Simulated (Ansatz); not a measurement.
The starting structures come from a database of crystals and need not be the phases stable at ambient conditions.

Inside the gap of an insulator the Bloch states are evanescent, with a wavenumber k + iκ along the transport direction.

Consider the following.

```
CsF2H
1.0
    8.75673     0.00000     0.00000
    4.37836     8.98163     0.01769
    0.00000     5.55423     1.92239
Cs H F
2 2 4
Cartesian
  8.75673   7.26793   0.97004
  4.37836   7.26793   0.97004
  2.18918   4.49082   0.00884
  6.56755   4.49082   0.00884
 10.94591   9.48696   0.92699
  2.18918   5.04891   1.01309
  7.71645  10.04505   1.93124
  5.41864   4.49082   0.00884
```

Space group of this cell: I4/mcm. The cell was relaxed by PBE-D3(BJ); by PBEsol its mean pressure is -0.9 GPa.

Transport runs along the normal of the first two printed cell vectors, the (111) plane of the conventional cell.

The gap is the functional's own, uncorrected, and κ follows it; spin-orbit coupling is left out. Mid-gap values are interpolated between the computed energies.

Q: Estimate the band gap and the smallest decay constant κ at mid-gap that PBEsol run with Ansatz (a first-principles code) returns for this system.

A: Gap 6.49 eV on a 16×16×16 mesh; κ = 0.490 1/Å, at the zone centre.
